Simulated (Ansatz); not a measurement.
# Step by step: formation energy of F_i in Ir (fcc, Fm-3m)

We look at the formation energy of F_i in Ir (fcc, Fm-3m). Reaction: 64 Ir (fcc) + 1/2 F2 (gas) → cell A.

A: a supercell of 64 sites of Ir (fcc, Fm-3m) with F off the lattice sites (6 Ir at 2.18 Å); spin state with PBE: run without spin.

Method: Ansatz (a first-principles code), PAW, neutral cells at 0 K with nuclei at rest, on structures from PBE. Ansatz runs with its default PAW set. Other levels take these structures. The lattices are those relaxed with PBE, so at other levels the solids can be strained, which adds to the spread. Larger cells are relaxed from a start prepared with the learned potential CHGNet, on a coarser mesh till forces fall under 0.03 eV/Å, which some starts already meet. A dispersion term (D3(BJ), or D4 for r2SCAN) was computed beside these levels and is taken off wherever the name lacks it. The PAW files were made for PBE and serve at the other functionals too. Space groups of crystals are read within 0.01 Å. Spin-orbit coupling is left out. No Hubbard U is applied. Mesh and cell size may move defect energies by 0.1 eV or more. Cell A has symmetry Fm-3m within 0.02 Å and got no random move, so less symmetric positions, which may lie lower, weren't tried.

Total energies of the cells in eV, at zero smearing width. They compare only within one column; the weights balance every element.

```tsv
cell	atoms	weight	r2SCAN	PBE+D3(BJ)
A: Ir:F_i	65	+1	-765518.92924	-764705.22316
Ir (fcc)	64	−1	-764717.35329	-763905.15105
F2 (gas)	2	−1/2	-1613.70518	-1611.19155
```

r2SCAN: (-765518.92924) − (-764717.35329) − 1/2 × (-1613.70518) = 5.277 eV.

PBE+D3(BJ): (-764705.22316) − (-763905.15105) − 1/2 × (-1611.19155) = 5.524 eV.
